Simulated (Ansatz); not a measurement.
MoS2: carrier doping

The parent structure is MoS2 (space group R3m, No. 160; a = 3.1532 Å, c = 17.9937 Å (hexagonal axes); layered, stacked along the Cartesian z axis).

Carriers are added at fixed cell with a uniform background; the Fermi–Dirac width is that of 300 K.

Method: PBE-D3(BJ)/PAW in Ansatz (a quantum-chemistry and plane-wave program), spin-orbit coupling left out, earlier PAW set.

Candidates:
(a) holes 2.0×10^21 cm⁻³
(b) holes 7.0×10^21 cm⁻³
(c) electrons 5.0×10^21 cm⁻³

Notes on the quantities. Fermi level from band edge: Fermi level relative to the doped band's edge (positive inside the band; to 0.05 eV).

### Question
Order them by Fermi level from band edge, highest first.

### Answer
(b) holes 7.0×10^21 cm⁻³ (+1.00 eV), (a) holes 2.0×10^21 cm⁻³ (+0.70 eV), (c) electrons 5.0×10^21 cm⁻³ (+0.40 eV)

Charged cell with a jellium background: band edges are those of the host's band count, energies are not comparable with the neutral cell, and many-body gap narrowing is missing. Stability against distortions was not tested.
